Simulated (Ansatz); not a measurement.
System: interstitial Li in zinc-blende CuI (charge state +1). Method: PBE, PAW (plane waves to 420 eV; Ansatz, a program for electronic structure).

Settings: 64 host sites, the relaxed PBE lattice, one k-point at (0.250, 0.250, 0.250), smearing 0.01 eV, spin-restricted, no image-charge correction. Static, classical nuclei. Spin-orbit coupling is left out. The charge state is imposed; whether it is stable for some Fermi level was not computed. Sites that were not tried may lie lower.

Barriers: single points on a 2×2×2 k-point mesh shifted by half a step at the bands' geometries.

Relaxed starting cell (atoms counted from 1):

```
CELL_PARAMETERS angstrom
     12.16000     0.00000     0.00000
      0.00000    12.16000     0.00000
      0.00000     0.00000    12.16000
ATOMIC_POSITIONS crystal
  Cu 0.99891 0.99911 0.99995
  Cu 0.99879 0.99875 0.49962
  Cu 0.99867 0.49929 0.00027
  Cu 0.99782 0.50215 0.49681
  Cu 0.49904 0.99879 0.00029
  Cu 0.50211 0.99781 0.49672
  Cu 0.50163 0.50173 0.00056
  Cu 0.50416 0.50301 0.49565
  I  0.12333 0.12345 0.37297
  I  0.12474 0.12479 0.87510
  I  0.12468 0.62572 0.37430
  I  0.12335 0.62725 0.87660
  I  0.62555 0.12475 0.37424
  I  0.62686 0.12361 0.87660
  I  0.62663 0.62696 0.37308
  I  0.62564 0.62567 0.87528
  Cu 0.99858 0.25024 0.24816
  Cu 0.99808 0.24750 0.75140
  Cu 0.99894 0.75037 0.24851
  Cu 0.99856 0.75078 0.74866
  Cu 0.50155 0.24779 0.24794
  Cu 0.50351 0.24658 0.75365
  Cu 0.49900 0.75073 0.24825
  Cu 0.50129 0.75062 0.75095
  I  0.12531 0.37524 0.12481
  I  0.12483 0.37489 0.62452
  I  0.12507 0.87524 0.12471
  I  0.12547 0.87531 0.62477
  I  0.62491 0.37522 0.12475
  I  0.62586 0.37520 0.62514
  I  0.62520 0.87529 0.12485
  I  0.62501 0.87500 0.62483
  Cu 0.24992 0.99879 0.24834
  Cu 0.24753 0.99819 0.75145
  Cu 0.24751 0.50189 0.24784
  Cu 0.24434 0.50303 0.75320
  Cu 0.75040 0.99898 0.24856
  Cu 0.75052 0.99864 0.74876
  Cu 0.75027 0.49926 0.24824
  Cu 0.75111 0.50174 0.75139
  I  0.37513 0.12534 0.12491
  I  0.37572 0.12502 0.62521
  I  0.37517 0.62506 0.12482
  I  0.37509 0.62526 0.62505
  I  0.87511 0.12520 0.12473
  I  0.87519 0.12516 0.62478
  I  0.87507 0.62532 0.12486
  I  0.87515 0.62518 0.62481
  Cu 0.24735 0.24735 0.00090
  Cu 0.24649 0.24468 0.49631
  Cu 0.25022 0.75071 0.00009
  Cu 0.24757 0.75116 0.49733
  Cu 0.75035 0.25010 0.99997
  Cu 0.75133 0.24727 0.49692
  Cu 0.75015 0.75028 0.99988
  Cu 0.75029 0.75055 0.49944
  I  0.37505 0.37515 0.37496
  I  0.37502 0.37551 0.87515
  I  0.37498 0.87525 0.37504
  I  0.37525 0.87509 0.87467
  I  0.87503 0.37520 0.37482
  I  0.87525 0.37528 0.87481
  I  0.87513 0.87521 0.37473
  I  0.87510 0.87535 0.87492
  Li 0.37474 0.37576 0.62479
```
Cell charge +1.

End state 1 differs by these moves (Å; atoms that move under 0.08 Å are left out):

```csv
atom,element,Δx,Δy,Δz
36,Cu,0.05,-0.04,-0.05
49,Cu,-0.11,-0.11,0.12
52,Cu,-0.11,0.12,-0.11
54,Cu,0.12,-0.11,-0.11
55,Cu,0.11,0.11,0.11
65,Li,1.52,1.50,1.51
```

### Question
Give the forward and backward barriers to end state 1 at the level PBE, PAW.

### Answer
forward 0.37 eV, backward 0.22 eV; at the saddle point atom 65 has neighbours 3 Cu at 2.67; 3 I at 2.61 Å. The saddle point's order was not checked, and it lies on a symmetry element of the cell, where a band can be held.
